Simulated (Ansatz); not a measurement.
## Effect of isotropic strain +3.00 % on Pd

Consider Pd in the fcc (Cu type) structure (space group Fm-3m, No. 225; a = 3.945 Å; relaxed with 0.1 eV smearing).

The change: the cell is scaled by 1.0300 in all directions; the atoms relax in the strained cell.

Calculations: PBE (Ansatz, an electronic-structure program; PAW; 420 eV plane waves; scalar-relativistic without spin-orbit coupling). Γ-centred 29×29×29 mesh, Fermi–Dirac width 0.1 eV.

The volume per atom goes up by 1.424 Å³ (15.35 Å³ → 16.78 Å³) and the space group is still Fm-3m (No. 225). The shortest interatomic distance grows by 0.084 Å (2.790 Å → 2.874 Å) and the energy increases by 56 meV/atom. The pressure goes from zero to -11.5 GPa and the band gap is still zero.

Final structure:

```xyz
1
Lattice="0.0000 2.0319 2.0319 2.0319 0.0000 2.0319 2.0319 2.0319 0.0000" Properties=species:S:1:pos:R:3 pbc="T T T"
Pd     0.0000     0.0000     0.0000
```

No phonon test of stability was made. The final runs are not spin-polarised. Pd lies near a magnetic instability that expansion can trigger; it was not tested.
